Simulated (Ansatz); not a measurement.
Input and output of a dielectric-response calculation for LaOF (P4/nmm, 6 atoms in the cell) (Ansatz, a program for electronic structure).

Level of theory: LDA (PW92), default PAW files made with PBE (plane waves; Ansatz).

```xyz
6
Lattice="4.0896 0.0000 0.0000 0.0000 4.0896 0.0000 0.0000 0.0000 5.8430" Properties=species:S:1:pos:R:3 pbc="T T T"
La     2.0448     0.0000     4.1819
La     0.0000     2.0448     1.6611
O      0.0000     0.0000     2.9215
O      2.0448     2.0448     2.9215
F      2.0448     2.0448     0.0000
F      0.0000     0.0000     0.0000
```

Reference input (self-consistent single point, DFT, LDA (PW92), plane waves, default PAW files made with PBE): basis.ecutwfc = 420 eV; kpoints.mp_grid.grid = 6 6 4; hamiltonian.xc = lda; hamiltonian.pseudopotentials = {kind: paw} (the program's default PAW files); scf.occupations.method = fermi_dirac; scf.occupations.width = 0.05 eV. This run's input differs from it in these lines:

Ansatz 0.2 input:
```diff
@@ -17,3 +17,3 @@
   mp_grid:
-    grid: [6, 6, 4]
+    grid: [4, 4, 3]
 hamiltonian:
@@ -24,8 +24,5 @@
   occupations:
-    method: fermi_dirac
-    width: 0.05
-output:
-  forces: true
-  eigenvalues: true
-  stress: true
+    method: fixed
+dielectric:
+  field_mesh: kpoints
```

Log, with long lists cut:

```
SCF iter   1: F=—  HF=-14863.139112 eV  |F-HF|=—  |Δ(HF+E_count)|=         —  Δρ=1.78e-2  dr2=2.67e-1  ethr=1.77e-3  ⟨swp⟩=5.9  Hψ=2490  notcnv=0  defer=57
all-band conjugate gradients solve this SCF's bands
preconditioner: auto → Resta (q_TF=auto, 2.423 Å⁻¹)
SCF iter   2: F=—  HF=-14863.082058 eV  |F-HF|=—  |Δ(HF+E_count)|=   5.71e-2  Δρ=6.54e-3  dr2=2.11e-2  ethr=5.56e-4  ⟨swp⟩=3.9  Hψ=1402  notcnv=0  defer=71
   [... lines left out ...]
SCF iter   6: F=—  HF=-14863.076521 eV  |F-HF|=—  |Δ(HF+E_count)|=   1.06e-5  Δρ=5.89e-5  dr2=2.91e-6  ethr=8.92e-8  ⟨swp⟩=2.8  Hψ=1066  notcnv=0  defer=51
SCF iter   7: F=—  HF=-14863.076522 eV  |F-HF|=—  |Δ(HF+E_count)|=   9.54e-7  Δρ=1.01e-5  dr2=7.97e-8  ethr=6.06e-9  ⟨swp⟩=2.0  Hψ=933  notcnv=0  defer=40
SCF iter   8: F=—  HF=-14863.076522 eV  |F-HF|=—  |Δ(HF+E_count)|=   9.85e-8  Δρ=1.67e-6  dr2=2.35e-9  ethr=1.66e-10  ⟨swp⟩=2.1  Hψ=985  notcnv=0  defer=40
SCF iter   9: F=-14863.076522 eV  HF=-14863.076522 eV  |F-HF|=2.18e-11  |Δ(HF+E_count)|=  9.90e-10  Δρ=2.64e-7  dr2=6.13e-11  ethr=1.00e-12  ⟨swp⟩=11.8  Hψ=3054  notcnv=0
SCF 1 converged in 9 iterations: F = -14863.076522 eV  dr2 = 6.13e-11
DFPT response loops at Γ: preconditioner auto → none (the input reference at scf.mixing.eps_inf says where Resta's filter doesn't serve); β = 0.50 …
Free energy (F): -14863.076522 eV
Internal energy: -14863.076522 eV  (E = F + TS)
E sigma→0 (E₀):  -14863.076522 eV
Fermi energy:    7.548478 eV
--- Dielectric response (ions clamped): 2 representative field directions + reference, on 21 of 48 k-points (Σ response iterations 17) ---
  k mesh reduced under 2 symmetry operations, with k and −k counted as one. Each operation leaves every solved perturbation unchanged …
  ε∞ (high-frequency dielectric tensor):
        3.761772    -0.000000     0.000000
   [... lines left out ...]
         0.00000   -1.29486   -0.00000
         0.00000    0.00000   -1.77839
    site 5:
        -1.29486    0.00000    0.00000
         0.00000   -1.29486   -0.00000
         0.00000    0.00000   -1.77839
  Z* charge neutrality: 1.199e-5 e pre-enforcement
  k-mesh period / interband length: 16.4 Å / 1.05 Å = 15.55 at k = (0.0000, 0.0000, 0.0000), direct gap 4.974 eV — 14 or more, which is no proof of convergence
```

The run converged in 9 iterations. 

Summary of the result:
Free energy E − TS (on the zero of these files): -14863.0765 eV
Top of the valence band (on the code's own zero): 7.55 eV
Gap on the k-point mesh: 4.49 eV
ε∞ at this k-point mesh, which may be far from converged in small-gap cells (xx, yy, zz): 3.76, 3.76, 3.32
Born charges at this mesh (mean of the diagonal, e): La 3.94, La 3.94, O -2.49, O -2.49, F -1.46, F -1.46

The starting cell comes from a database of computed structures (which also holds hypothetical and non-ambient phases and stackings), without a prior relaxation at this level. Its lattice was rescaled by up to half a per cent.

Cost on one core of a shared machine: roughly 40 s.
